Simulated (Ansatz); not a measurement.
The parent structure is HfN in the rock salt structure (space group Fm-3m, No. 225).

```
HfN
1.0
    0.00000     2.26297     2.26297
    2.26297     0.00000     2.26297
    2.26297     2.26297     0.00000
N Hf
1 1
Cartesian
  0.00000   0.00000   0.00000
  2.26297   2.26297   2.26297
```

Cartesian axes are those of the cell as printed.

Calculations: r2SCAN in Ansatz (plane waves to 500 eV, PAW, no spin-orbit coupling), earlier PAW set.

Before the change:

| Property | Result |
|---|---|
| Shortest interatomic distance | 2.263 Å |

Now apply this change: a free-standing slab of 5 layers (10 atoms, 2 a layer) is cut normal to the z axis, with 15 Å of vacuum and the in-plane cell held at bulk.

Q: What happens to the excess energy per area of both faces, change of the spacing d23 from its bulk value of 2.263 Å, shortest interatomic distance and change of the spacing d12 from its bulk value of 2.263 Å?

A: The excess energy per area of both faces (slab less bulk energy over the cell's area: twice a surface energy) amounts to 3.3 J/m² (uncertain by up to 0.2 J/m²); the change of the spacing d23 from its bulk value of 2.263 Å comes out as -0.1 %; the shortest interatomic distance decreases by 0.095 Å (2.263 Å → 2.168 Å); the change of the spacing d12 from its bulk value of 2.263 Å amounts to -0.5 %.

Slab and bulk use different k-meshes, which limits the precision of the excess energy. No phonon test of stability was made. All final runs are without spin polarisation. An odd electron count without spin: HfN.

Ansatz is a program for electronic structure.
